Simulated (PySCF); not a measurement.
PySCF 2.14.0, R2SCAN/def2-svpd, df: Si(Cl)2(GeH3)(OH) (O[Si](Cl)(Cl)[GeH3]), 9 atoms. The geometry is a generated start, not checked to be a minimum at this level.

```json
{
 "task": "energy",
 "method": "r2scan",
 "basis": "def2-svpd",
 "two_electron_scheme": "density fitting",
 "mol.max_memory": "3000 MB",
 "mf.max_cycle": "100",
 "mf.conv_tol": "1e-09 (default)",
 "mf.grids.level": "3 (default)",
 "basis_functions": "171",
 "grid_points": "130896"
}
```

```xyz
9

O      1.6324    -0.1088     1.2237
Si     0.9552    -0.0322    -0.2469
Cl     1.7375    -1.6090    -1.1919
Cl     1.5071     1.7005    -1.1378
Ge    -1.3665    -0.1062    -0.1693
H      1.4148     0.4942     1.9336
H     -1.9283     0.7424     0.9307
H     -2.0255     0.3882    -1.4133
H     -1.9266    -1.4690     0.0711
```

With the defaults (mf.DIIS = CDIIS, mf.diis = true, mf.level_shift = 0, mf.init_guess = minao, mf.damp = 0, mf.diis_start_cycle = 1, mf.diis_space = 8, mf.diis_damp = 0) it converges in 13 Fock builds. One run each on 2 threads, 1 BLAS thread, with these changes:
- mf.diis = false
- mf.diis_space = 5
- mf.init_guess = atom
- mf.diis_damp = 0.3
- mf.init_guess = huckel
- mf.DIIS = EDIIS
- mf.damp = 0.7, mf.diis_start_cycle = 8
- mf.DIIS = ADIIS
- mf.level_shift = 1 Hartree

Name the settings that don't reach the solution of the defaults.

No convergence: mf.DIIS = EDIIS; mf.diis = false (the run ends without SCF convergence in 100 cycles). The rest reach the solution of the defaults.

| setting | Fock builds | end |
|---|---|---|
| mf.diis_damp = 0.3 | 12 | same solution |
| the defaults | 13 | same solution |
| mf.diis_space = 5 | 13 | same solution |
| mf.init_guess = atom | 13 | same solution |
| mf.init_guess = huckel | 14 | same solution |
| mf.damp = 0.7, mf.diis_start_cycle = 8 | 15 | same solution |
| mf.DIIS = ADIIS | 17 | same solution |
| mf.level_shift = 1 Hartree | 32 | same solution |
| mf.DIIS = EDIIS | 101 | no convergence |
| mf.diis = false | 101 | no convergence |
